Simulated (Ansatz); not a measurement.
Base system: ZrSi₂ (space group Cmcm, No. 63; a = 3.704 Å, b = 14.792 Å, c = 3.679 Å). Axes: x, y, z lie along a, b, c of the conventional cell.

Computed with Kohn–Sham DFT with the PBE functional, run in Ansatz (a first-principles code) with PAW and 420 eV plane waves, scalar-relativistic without spin-orbit coupling.

For the base:

| Item | Result |
|---|---|
| Volume per atom | 16.80 Å³ |
| Band gap | zero |

Perturbation: uniaxial stress, 5 GPa compression along x; all other stress components relax to zero.

### Question
What does the calculation give for the energy relative to the base, volume per atom and band gap after the change?

### Answer
The energy grows by 6.8 meV/atom; the volume per atom shrinks by 0.18 Å³ (16.80 Å³ → 16.62 Å³); the band gap stays zero.

Without a gap, meshes like the base's 13×13×13 leave anisotropic stresses uncertain by several tenths of a GPa, and small strain energies with them. Load acts through the strain it causes; cell and atoms are relaxed under it. Stability under load was not tested beyond the relaxation. The final runs are not spin-polarised.
